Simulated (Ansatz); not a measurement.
MgS (P6₃mc, No. 186, 4 atoms in the cell; start mp-1185942; a measured phase of this formula has another space group), treated with HSE06 (plane waves, PAW; Ansatz, a quantum-chemistry and plane-wave program).

Numerical settings: plane-wave cutoff 460 eV, 9×9×4 k mesh (along the axes of the cell as run), Fermi–Dirac smearing 0.01 eV, scalar-relativistic PAW data made under PBE.

Cell (relaxed with PBEsol):

```cif
data_Mg2S2
_chemical_formula_sum 'Mg2 S2'
_space_group_name_H-M_alt 'P 1'
_space_group_IT_number 1
_cell_length_a 4.02849
_cell_length_b 4.02849
_cell_length_c 6.41601
_cell_angle_alpha 90.000
_cell_angle_beta 90.000
_cell_angle_gamma 120.000
loop_
_space_group_symop_operation_xyz
  'x, y, z'
loop_
_atom_site_label
_atom_site_type_symbol
_atom_site_fract_x
_atom_site_fract_y
_atom_site_fract_z
_atom_site_occupancy
Mg1 Mg 0.66667 0.33333 0.49628 1
Mg2 Mg 0.33333 0.66667 0.99628 1
S1 S 0.33333 0.66667 0.37871 1
S2 S 0.66667 0.33333 0.87871 1
```

### Question
Give the computed band gap.

### Answer

- band gap: 4.54 eV (on the SCF k mesh)

Note: cell and atoms aren't relaxed at this level (pressure 0.4 GPa).

The computed numbers hold no vibrational or temperature effects.

Cost on a shared machine: around 4 core-minutes (rough).

A start named mp-… is a Materials Project structure, which need not be a measured phase.
